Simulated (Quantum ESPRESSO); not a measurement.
Quantum ESPRESSO run on ZnGeAs2 (P-4m2, 4 atoms in the cell): self-consistent single point.

Computed with PBEsol, PSlibrary ultrasoft (PBE) pseudopotentials (plane waves; Quantum ESPRESSO).

```xyz
4
Lattice="4.0455 0.0000 0.0000 0.0000 4.0455 0.0000 0.0000 0.0000 5.7516" Properties=species:S:1:pos:R:3 pbc="T T T"
Zn     2.0228     2.0228     0.0000
Ge     0.0000     0.0000     2.8758
As     2.0228     0.0000     4.3569
As     0.0000     2.0228     1.3948
```

Reference input (self-consistent single point, DFT, PBEsol, plane waves, PSlibrary ultrasoft (PBE) pseudopotentials): ecutwfc = 50 Ry; ecutrho = 300 Ry; occupations = smearing; smearing = gaussian; degauss = 0.0073499 Ry; input_dft = pbesol; K_POINTS = automatic 8 8 6 0 0 0; conv_thr = 1e-10 Ry; mixing_beta = 0.4. This run's input differs from it in these lines:

```diff
@@ -12,4 +12,4 @@
  ntyp = 3
- ecutwfc = 50
- ecutrho = 300
+ ecutwfc = 75
+ ecutrho = 450
  occupations = 'smearing'
```

Log, with long lists cut:

```
     Self-consistent Calculation

     iteration #  1     ecut=    75.00 Ry     beta= 0.40

     Threshold (ethr) on eigenvalues was too large:
     Diagonalizing with lowered threshold

     total energy              =    -200.28239566 Ry
     estimated scf accuracy    <       0.07845019 Ry

     iteration #  2     ecut=    75.00 Ry     beta= 0.40

     total energy              =    -200.28895855 Ry
     estimated scf accuracy    <       0.01680706 Ry

     iteration #  3     ecut=    75.00 Ry     beta= 0.40

     total energy              =    -200.28951173 Ry
     estimated scf accuracy    <       0.00423344 Ry

   [... 7 blocks of this kind left out ...]

     iteration # 11     ecut=    75.00 Ry     beta= 0.40

     total energy              =    -200.28973445 Ry
     estimated scf accuracy    <          2.0E-10 Ry

     iteration # 12     ecut=    75.00 Ry     beta= 0.40
     End of self-consistent calculation

     the Fermi energy is     5.6125 ev

!    total energy              =    -200.28973445 Ry
     estimated scf accuracy    <          5.8E-11 Ry
     smearing contrib. (-TS)   =      -0.00009117 Ry
     internal energy E=F+TS    =    -200.28964328 Ry

     convergence has been achieved in  12 iterations

     Forces acting on atoms (cartesian axes, Ry/au):

     atom    1 type  1   force =     0.00000000    0.00000000    0.00000000
     atom    2 type  2   force =     0.00000000    0.00000000    0.00000000
     atom    3 type  3   force =     0.00000000    0.00000000    0.00384835
     atom    4 type  3   force =     0.00000000    0.00000000   -0.00384835

     Total force =     0.005442     Total SCF correction =     0.000010

          total   stress  (Ry/bohr**3)                   (kbar)     P=      -27.59
  -0.00018672  -0.00000000   0.00000000          -27.47       -0.00        0.00
  -0.00000000  -0.00018672   0.00000000           -0.00      -27.47        0.00
   0.00000000   0.00000000  -0.00018916            0.00        0.00      -27.83

   JOB DONE.
```

The run converged in 12 iterations. Against the reference run the free energy goes down by 13.1 meV/atom, the pressure goes from -3.09 to -2.76 GPa and the largest force moves little (0.098 to 0.099 eV/Å).

The starting cell comes from a database of computed structures (which also holds hypothetical and non-ambient phases and stackings), without a prior relaxation at this level. The run gives no clean gap (levels at the Fermi energy touch, overlap or are partly filled at this smearing), which alone does not show that the compound is a metal.

Cost on one core of a shared machine: roughly 4 min.
